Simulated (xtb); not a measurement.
xtb 6.7.1, GFN1-xTB: Ti(Cl)2(OSiH3) ([SiH3][O][Ti]([Cl])[Cl]), charge 0, multiplicity 2, 8 atoms. The geometry is a generated start, not checked to be a minimum at this level.

| Item | Result |
|---|---|
| method | GFN1-xTB |
| --acc | 1 (default) |
| --etemp (K) | 300 (default) |
| detailed input (--input) | none: ANC optimiser, Lindh (1995) Hessian, microcycle=20, maxdispl=1.0, hlow=0.01 (default) |
| basis functions | 50 |
| valence electrons | 31 |

```xyz
8

Ti     0.1663     0.4707     1.6671
Cl     0.1718    -0.8291     3.3377
Cl     1.2836     2.2535     1.9036
O     -0.4039     0.0143     0.1230
Si    -0.3250    -0.3942    -1.4479
H      0.3536     0.7078    -2.1519
H     -1.7021    -0.5768    -1.9240
H      0.4556    -1.6462    -1.5075
```

Charge 0 and multiplicity 2 are set for this test and not shown to be the ground state. GFN-xTB has no spin term: --uhf 1 sets the occupations alone.

The structure is relaxed from this start with --opt LEVEL for the levels crude, sloppy, loose, lax, normal, tight, vtight, extreme, once each. Up to the end of the extreme run atoms move by at most 1.4 Å along an axis.

### Question
Which level is enough to come within 1 meV of the tightest end point?

### Answer
normal: 32 cycles against 35, ending 0.0081 meV above.

| level | cycles | energy above the extreme run (meV) | gradient norm (eV/Å) |
|---|---|---|---|
| crude | 3 | 35 | 0.33 |
| sloppy | 4 | 33 | 0.18 |
| loose | 5 | 32 | 0.11 |
| lax | 25 | 1.9 | 0.057 |
| normal | 32 | under 0.01 | 0.013 |
| tight | 33 | under 0.01 | 0.0040 |
| vtight | 34 | under 0.01 | 0.0033 |
| extreme | 35 | — | 0.0025 |
